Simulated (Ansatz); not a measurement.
The reference is Ru in the hcp (Mg type) structure (space group P6_3/mmc, No. 194; a = 2.692 Å, c = 4.246 Å).

One thing is altered: a fraction x = 0.5 of the Ru sites is given to Co, ordered in a cell of 8 atoms (starting symmetry Pmm2) and fully relaxed.

The other end (x = 1) is Co in the hcp (Mg type) structure (space group P6_3/mmc, No. 194; ferromagnetic): 10.37 Å³/atom, gap zero.

Levels (all Ansatz, a first-principles code, PAW, earlier PAW set): PBEsol (420 eV, scalar-relativistic without spin-orbit coupling); r2SCAN (500 eV, without spin-orbit coupling).

The geometry is relaxed with PBEsol.

```
Quantity                            Value
--------------------------  -------------
PBEsol largest site moment        1.57 μB
PBEsol magnetic state       ferromagnetic
PBEsol pressure                   0.0 GPa
```

**Question.** How does going to r2SCAN change the largest site moment, magnetic state and pressure?

**Answer.** The largest site moment rises by 0.375 μB (1.57 μB → 1.95 μB); the magnetic state stays ferromagnetic; the pressure goes from zero to 8.1 GPa.

The magnetic state is the one reached from the starting moments; the real material's order can differ, and small cells can't hold many antiferromagnetic ones. Single points use the geometry relaxed with PBEsol. Their cutoffs differ, which shifts pressures a little. These are small ordered cells, not random alloys; other orderings at the same x differ. Whether these cells are dynamically stable was not tested. Spin-polarised in the final run: PBEsol CoRu, PBEsol Co and r2SCAN CoRu; the other runs are not.
